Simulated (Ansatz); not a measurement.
Mg2BeN2 (model structure, started from the Ca2ZnN2 type, I4/mmm, No. 139, 5 atoms in the cell) was calculated with r²SCAN (Ansatz, a first-principles code, plane waves, PAW).

Numerical settings: plane-wave cutoff 560 eV, 14×14×14 k mesh, Fermi–Dirac smearing 0.01 eV, scalar-relativistic PAW data made under PBE.

Computed at the level's own relaxed cell.

```
BeMg2N2
1.0
   -1.55663     1.55663     5.48286
    1.55663    -1.55663     5.48286
    1.55663     1.55663    -5.48286
Mg Be N
2 1 2
Direct
  0.66467   0.66467   0.00000
  0.33533   0.33533   0.00000
  0.00000   0.00000   0.00000
  0.86093   0.86093   0.00000
  0.13907   0.13907   0.00000
```

### Question
List the 11 lowest band energies at Γ above −25 eV (eV, relative to the valence band maximum), grouping those that round alike.

### Answer
At Γ: -15.09, -14.18, -5.53, -2.12, -0.77 (×2), -0.64 (×2), 1.49, 7.31, 8.62.

Note: the relaxation could raise the start's symmetry but not lower it, so the cell can be a saddle point.

A model structure was made by putting elements into a prototype or built by hand; it is no filed structure, need not be a known phase, and can be a saddle point held by its symmetry.
